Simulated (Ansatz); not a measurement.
The parent structure is Ge in the diamond structure (space group Fd-3m, No. 227; a = 5.674 Å). Axes: x, y, z lie along the cube axes.

Structures relaxed with r2SCAN, PAW, 500 eV (Ansatz, a first-principles code; no spin-orbit coupling).

Base:

Simulated powder pattern, Cu Kα, λ = 1.54184 Å (kinematic, ideal powder, no thermal factors, no anomalous dispersion; the 8 strongest lines at most, above 2 %, up to 2θ = 90°):

| 2θ (°) | I/Imax (%) | hkl |
|---|---|---|
| 27.22 | 100 | (111) |
| 45.20 | 75 | (220) |
| 53.56 | 45 | (311) |
| 65.84 | 12 | (400) |
| 72.63 | 18 | (331) |
| 83.45 | 24 | (422) |
| 89.81 | 14 | (333) |

Modification: biaxial strain +1.50 %, plane normal [001], relaxed out of plane (Cartesian); in-plane vectors clamped, the third vector and the atoms free.

Where do the lines fall after the change?


Simulated powder pattern, Cu Kα, λ = 1.54184 Å (kinematic, ideal powder, no thermal factors, no anomalous dispersion; the 8 strongest lines at most, above 2 %, up to 2θ = 90°):

```tsv
2θ (°)	I/Imax (%)	hkl
27.05	100	(111)
44.49	26	(220)
45.10	49	(202)
52.84	31	(311)
53.90	14	(113)
64.74	8.2	(400)
72.39	12	(313)
82.38	16	(422)
```

The indices refer to the base's conventional cell; one index is shown for lines that coincide. The space group is now I4_1/amd (No. 141).

Whether these cells are dynamically stable was not tested.
